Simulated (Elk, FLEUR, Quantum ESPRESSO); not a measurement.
One structure in several programs: ErPd (Pm-3m, 2 atoms in the cell)

Self-consistent single point.

```xyz
2
Lattice="3.5273 0.0000 0.0000 0.0000 3.5273 0.0000 0.0000 0.0000 3.5273" Properties=species:S:1:pos:R:3 pbc="T T T"
Er     0.0000     0.0000     0.0000
Pd     1.7637     1.7637     1.7637
```
Moments meant for the start (each program seeds them in its own way; μB, in the order of the atoms Er Pd): 3.0 0.0.

Shared settings, as Quantum ESPRESSO writes them: occupations = smearing; smearing = gaussian; degauss = 0.0073499 Ry; nspin = 2; K_POINTS = automatic 8 8 8 0 0 0. Potentials and cutoffs stand in the table.

```json
[
 {"code": "Elk", "model": "LDA (PW92), all-electron FP-LAPW, Elk's shipped species files, default APW+lo basis", "size of the net moment (μB/atom)": "1.20", "cutoff": "rgkmax 7"},
 {"code": "FLEUR", "model": "LDA (Perdew-Zunger), all-electron FLAPW (FLEUR), scalar-relativistic valence", "size of the net moment (μB/atom)": "1.20", "cutoff": "Kmax 4 1/bohr"},
 {"code": "Quantum ESPRESSO", "model": "LDA (PZ), SSSP 1.1.2 efficiency (PBE) pseudopotentials", "size of the net moment (μB/atom)": "1.21", "cutoff": "60 Ry"}
]
```

On Elk's run: spin-orbit coupling is off. With one magnetic atom in the cell only a parallel order is possible. With U or open f shells several self-consistent states can exist. The f electrons are in the valence without U or exact exchange, which can misplace them near the Fermi level. Spin-orbit terms, which matter for f shells, are left out.

The spread over the programs that give each value: size of the net moment within 0.01 μB/atom.

Elk and FLEUR treat all electrons, but the usual bases taken here (sphere radii, linearisation, local orbitals, empty states) were not tested for convergence, so the values are no reference for the others. The same LDA comes in different parametrisations, which differ slightly.

The starting cell comes from a database of computed structures (which also holds hypothetical and non-ambient phases and stackings), without a prior relaxation at this level. Its lattice was rescaled by a random factor within 2.5 % of one.

Left out of this page: Ansatz (with a known weakness of the program).
